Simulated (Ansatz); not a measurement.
Data:

```
PtSe2
1.0
    3.75722     0.00000     0.00000
   -1.87861     3.25385     0.00000
    0.00000     0.00000     4.65822
Pt Se
1 2
Cartesian
  0.00000   0.00000   0.00000
  0.00000   2.16923   1.25531
  1.87861   1.08462   3.40290
```

No spin polarisation.

Method: Ansatz (a quantum-chemistry and plane-wave program) PBEsol-D3(BJ), without spin-orbit coupling. Γ-centred 18×18×13 mesh, Fermi–Dirac width 0.1 eV.

Question: What space group does the calculation give?

Answer: P-3m1 (No. 164).

Question: What band gap does the calculation give?

Answer: Zero.

Question: Predict the pressure (mean of the normal stresses, compression positive).

Answer: -1.4 GPa.

The cells carry an imposed strain or load. Whether these cells are dynamically stable was not tested. The final runs are not spin-polarised. The cell was made from PtSe2 in the CdI2 type structure (space group P-3m1, No. 164; layered) by this change: isotropic strain +0.50 %.
